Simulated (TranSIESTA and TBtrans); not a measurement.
Run with TranSIESTA and TBtrans (open boundaries, self-consistent; PseudoDojo norm-conserving potentials, scalar-relativistic): PAO.BasisSize DZP, PAO.EnergyShift 0.15 eV, XC.Authors PBE, Mesh.Cutoff 200 Ry, ElectronicTemperature 300 K, TS.Voltage 0.0 eV, TBT.Elecs.Eta 0.001 eV, no spin polarisation.

System: Si chain with one bond stretched by 2.0 Å. Leads: straight Si chain, spacing 2.137 Å. Geometry: as built, not relaxed.

### Question
Predict: conductance at 300 K (G0 = 2e²/h); thermopower (μV/K); mean T from −0.5 to 0.5 eV.

### Answer
conductance at 300 K (G0 = 2e²/h): 0.052; thermopower (μV/K): -6.9; mean T from −0.5 to 0.5 eV: 0.048. The straight chain is held at its spacing; free chains may zigzag or dimerise. No spin-polarised start was tried, so a magnetic state, if there is one, is missed.
